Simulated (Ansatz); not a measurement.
System: TbRh2 (Fd-3m, No. 227). Method: r²SCAN (Ansatz, a first-principles code, PAW).

Settings: plane-wave cutoff 560 eV, 14×14×14 k mesh, Fermi–Dirac smearing 0.05 eV, spin-polarised with parallel moments, scalar-relativistic PAW data made under PBE.

Computed at the level's own relaxed cell.

Problem. Give the computed lattice parameter a and bulk modulus.

Solution. 
* **lattice parameter a**: 7.494 Å
* **bulk modulus**: 165 GPa

Note: the magnetic order was assumed, not searched for or taken from measurement; the 4f shell is treated without U or exact exchange, so its levels and filling can be wrong; the bulk modulus is −V dP/dV from two relaxed cells at ±2 % in volume.

Spin–orbit coupling is not included.
